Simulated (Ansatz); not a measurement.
Checking a run of Ansatz (a quantum-chemistry and plane-wave program) on In₃Pd (I4/mmm, 4 atoms in the cell). The aim is a self-consistent single point with DFT, PBE, plane waves, default PAW files.

Input:

Ansatz 0.2 input:
```yaml
# In3Pd
crystal:
  lattice:
    - [-2.121768, 2.121768, 4.726118]
    - [2.121768, -2.121768, 4.726118]
    - [2.121768, 2.121768, -4.726118]
  atoms:
    - { symbol: In, position: [0.500000, 0.500000, 0.000000] }
    - { symbol: In, position: [0.750000, 0.250000, 0.500000] }
    - { symbol: In, position: [0.250000, 0.750000, 0.500000] }
    - { symbol: Pd, position: [0.000000, 0.000000, 0.000000] }
basis:
  ecutwfc: 170.0 eV
kpoints:
  mp_grid: { grid: [9, 9, 9] }
hamiltonian:
  xc: pbe
  pseudopotentials: { kind: paw }
scf:
  occupations: { method: cold, width: 0.272 eV }
output:
  forces: true
  eigenvalues: true
  stress: true
```

Output, abridged:

```
WARN basis.ecutwfc = 170 eV is below the records' recommended cutoff, and the density's cutoff is lower with it unless basis.ecutrho_ratio is high enough to …
WARN ansatz: RAYON_NUM_THREADS=1 ignored (pool sized by the plan → 1); use --threads N
Pseudopotentials: kind: paw
Pseudopotential: In, paw, valence charge 13
Pseudopotential: Pd, paw, valence charge 18
Crystal: 4 atoms, lattice volume = 85.106 Å³
Basis set: ecut = 170 eV, 423 PW (Γ), exchange–correlation on 48×48×48 points (8 copies of the dense FFT grid, shifted against one another)
Bands: 35, of which v1, the nominal top of the filled ones, is band 29 counted from 1 (28 counted from 0)
Symmetry: 16 space group operations
Space group: I4/mmm (ITA 139), of the structure as read, at distance tolerance 4.4e-5 Å
k-points: 75 of 729
Initial density: superposition of atomic densities (neutral atoms: chi_scale 0, normalization atom), corrected by the library's trained network
Initial wavefunctions: pseudopotential atomic-orbital guess
Eigensolver: davidson
Functional: x = pbe(κ = 0.804, μ = 0.2195149727645171), c = pbe(β = 0.06672455060314922)
SCF iter   1: F=—  HF=-23671.914660 eV  |F-HF|=—  |Δ(HF+E_count)|=         —  Δρ=2.62e-1  dr2=3.86e1  ethr=1.77e-3  ⟨swp⟩=5.5  Hψ=9669  notcnv=0
all-band conjugate gradients solve this SCF's bands
preconditioner: auto → Kerker (q_TF=auto, 2.552 Å⁻¹)
SCF iter   2: F=—  HF=-23659.701360 eV  |F-HF|=—  |Δ(HF+E_count)|=    1.22e1  S|Δr|=    0.00e0  Δρ=1.32e-1  dr2=9.99e0  ethr=1.77e-3  ⟨swp⟩=2.0  Hψ=5777  notcnv=0  defer=73
   [... lines left out ...]
SCF iter   6: F=—  HF=-23656.162908 eV  |F-HF|=—  |Δ(HF+E_count)|=   3.44e-4  S|Δr|=    0.00e0  Δρ=2.37e-4  dr2=7.40e-5  ethr=2.77e-6  ⟨swp⟩=2.0  Hψ=2923  notcnv=0  defer=73
SCF iter   7: F=—  HF=-23656.162802 eV  |F-HF|=—  |Δ(HF+E_count)|=   1.06e-4  S|Δr|=    0.00e0  Δρ=3.99e-5  dr2=1.62e-6  ethr=1.30e-7  ⟨swp⟩=2.1  Hψ=3167  notcnv=0  defer=73
SCF iter   8: F=-23656.162802 eV  HF=-23656.162802 eV  |F-HF|=7.06e-10  |Δ(HF+E_count)|=   1.08e-7  S|Δr|=    0.00e0  Δρ=6.02e-6  dr2=3.79e-8  ethr=1.75e-10  ⟨swp⟩=7.9  Hψ=10103  notcnv=0
SCF 1 converged in 8 iterations: F = -23656.162802 eV  dr2 = 3.79e-8
Stability not checked (fill_not_monotonic)
Free energy (F): -23656.162802 eV
Internal energy: -23656.161260 eV  (E = F + TS)
E sigma→0 (E₀):  -23656.162288 eV
Entropy (-TS):   -0.001542 eV (-0.385 meV/atom)
Fermi energy:    13.425857 eV
--- Forces (eV/Å), atoms counted from 1 ---
  atom   1  In     0.00000000     0.00000000     0.00000000
   [... zero for the other atoms too ...]
--- Stress (GPa, compression-positive) ---
       -0.510461      -0.000000       0.000000
       -0.000000      -0.510461       0.000000
        0.000000      -0.000000     -10.443780
  P = ⅓ Tr σ = -3.8216 GPa (-38.216 kbar)
  The stress holds the Pulay correction. Without it, at fixed plane waves, as pw.x and ABINIT print it: P = -847.6204 GPa
```

**Question.** Can these results be used? Check the input.

**Answer.** The run is not sound. The fault is a basis or grid far too coarse for these potentials. Far below the cutoff that the potentials were made for, the basis cannot represent the orbitals near the nuclei, and energies, forces and above all the stress go wrong. To fix it, restore the cutoff that the potentials need and check convergence. The run converged in 8 iterations without an error; against the sound input the free energy rises by 27.6 eV/atom and the pressure goes from 2.61 to -3.82 GPa. At a fixed set of plane waves, without the program's Pulay estimate, the pressure is -847.62 GPa against 2.56 GPa.

An input that runs soundly differs in these lines (not the only fix; some lines may just follow from the change or write a value another way):
```diff
-basis:
-  ecutwfc: 170.0 eV
```

With that input, the run converged in 7 iterations: free energy E − TS (on the zero of these files) -23766.6642 eV; Fermi level (on the code's own zero) 13.31 eV; pressure 2.61 GPa (DFT, PBE, plane waves, default PAW files).

On the sound input: the starting cell was generated: these elements placed on a structure prototype, without a prior relaxation; it need not be a known phase or ordering of this composition. Its lattice was rescaled by a random factor within 2.5 % of one. Spin polarisation is off. Ansatz's pressure includes its estimate of the finite-basis (Pulay) stress.
